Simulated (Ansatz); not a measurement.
Fermi-surface data of Ni3Ge under load (space group Cmmm)

```yaml
crystal:
  lattice:
    - [3.51947, -0.00715, 0.00000]
    - [-0.00715, 3.51947, 0.00000]
    - [0.00000, 0.00000, 3.53102]
  atoms:
    - { symbol: Ni, position: [0.50000, 0.00000, 0.50000] }
    - { symbol: Ni, position: [0.00000, 0.50000, 0.50000] }
    - { symbol: Ni, position: [0.50000, 0.50000, 0.00000] }
    - { symbol: Ge, position: [0.00000, 0.00000, 0.00000] }
```

The numbers are results of PBEsol, rigid bands (plane waves, PAW, scalar-relativistic; Ansatz, a program for electronic structure), not measurements. Condition of this run: uniaxial stress along [110] of 1 GPa (compression positive) (the target of the relaxation). How the cell was made: cell and atoms relaxed with PBEsol, then loaded as said.

```json
{
 "density of states at the Fermi level": "2.24 states/(eV·cell), both spins",
 "bare Sommerfeld coefficient": "1.32 mJ/(mol of atoms·K²)",
 "drude_plasma_energy": "1.78 eV",
 "root-mean-square Fermi velocity": "1.5e5 m/s",
 "resistivity times τ": "153 (x), 153 (y), 159 (z) ×10⁻²² Ω·m·s"
}
```

A metal at this level (no band gap); rigid bands, thermally averaged at 300 K, both spins. Spin-orbit coupling is left out. τ is one relaxation time for all states.

Treated as nonmagnetic (a ferromagnetic start lost its moment, other orders weren't tried): Ni3Ge under load (space group Cmmm).
